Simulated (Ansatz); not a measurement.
AlB2-type ZrB₂, treated with r²SCAN in Ansatz (plane waves, PAW).

Settings: plane-wave cutoff 560 eV, 24×24×16 k mesh (along the axes of the cell as run), Fermi–Dirac smearing 0.05 eV, scalar-relativistic PAW data made under PBE.

Shape and atoms are relaxed at each volume.

Pressure at four volumes; x = ln(V/10.285 Å³). One pressure is withheld.

| V (Å³/atom) | x | P (GPa) |
|---|---|---|
| 9.873 | -0.0409 | ? |
| 10.079 | -0.0202 | 5.08 |
| 10.285 | 0.0000 | -0.01 |
| 10.696 | 0.0392 | -8.80 |

Pass a parabola P(x) through the three rows shown, estimate the bulk modulus and its pressure derivative near zero pressure, and predict the withheld pressure.

Slopes between the rows: (-0.01 − (5.08))/(0.0000 − (-0.0202)) = -251.98 and (-8.80 − (-0.01))/(0.0392 − (0.0000)) = -224.23 GPa. Their difference over the span 0.0594 is c = 27.75/0.0594 = 467.2 GPa, so P(x) = 5.08 + (-251.98)(x − (-0.0202)) + 467.2 (x − (-0.0202))(x − (0.0000)). At the middle row B = −dP/dx = −[-251.98 + 467.2 × 0.0202] = 242.5 GPa, and B′ = dB/dP = 2c/B = 3.9. At x = -0.0409 the parabola gives 10.69 GPa; the run gives 10.70 GPa. The Birch–Murnaghan fit to the energies at all volumes has B0 = 242 GPa and B′ = 3.9.

Ansatz is a quantum-chemistry and plane-wave program.
